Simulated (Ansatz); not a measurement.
## Competing hops of interstitial Li in kesterite Cu2ZnSnS4, charge state +1

System: interstitial Li in kesterite Cu2ZnSnS4 (charge state +1). These are PBE, PAW (plane waves to 420 eV; Ansatz, a program for electronic structure) values and carry that method's errors.

64-site cell at the relaxed PBE lattice, one k-point at (0.250, 0.250, 0.250), smearing 0.05 eV, spin-restricted, no finite-size correction. Static, classical nuclei. PBE gaps are too small, and in this host the defect's levels may merge with the bands. The charge state is imposed; whether it is stable for some Fermi level was not computed. Sites that were not tried may lie lower.

Barriers: single points on a 2×2×2 k-point mesh shifted by half a step at the bands' geometries.

| Route | Start site over the lowest site run (eV) | Hop (Å) | Forward barrier (eV) | Backward barrier (eV) | Neighbours at the start | Neighbours at the saddle | Saddle order | Forward, on the band's own sampling (eV) |
|---|---|---|---|---|---|---|---|---|
| a direct jump of one Li atom | 0.00 | 2.39 | 0.43 | 0.18 | Cu at 2.72, 2 Cu at 2.75; S at 2.36, S at 2.39, 2 S at 2.40; Sn at 2.92, Sn at 2.93; Zn at 2.86 Å | Cu at 2.49, Cu at 2.52; S at 2.26, S at 2.33, S at 2.45; Sn at 2.73 Å | not checked | 0.43 |
| a direct jump of one Li atom | 0.00 | 2.39 | 0.44 | 0.19 | Cu at 2.72, 2 Cu at 2.75; S at 2.36, S at 2.39, 2 S at 2.40; Sn at 2.92, Sn at 2.93; Zn at 2.86 Å | Cu at 2.46, Cu at 2.52; S at 2.22, S at 2.36, S at 2.46; Sn at 2.78 Å | not checked | 0.42 |

Paths come from CI-NEB runs.   A further band (a direct jump of one Li atom, 3.76 Å) gave 0.20 eV forward on its own sampling, 0.43 eV above the lowest site run, but a shoulder points to a second hump between its images, so it is not taken as a result.

The whole set of runs took about 10 core-hours (a rough figure).
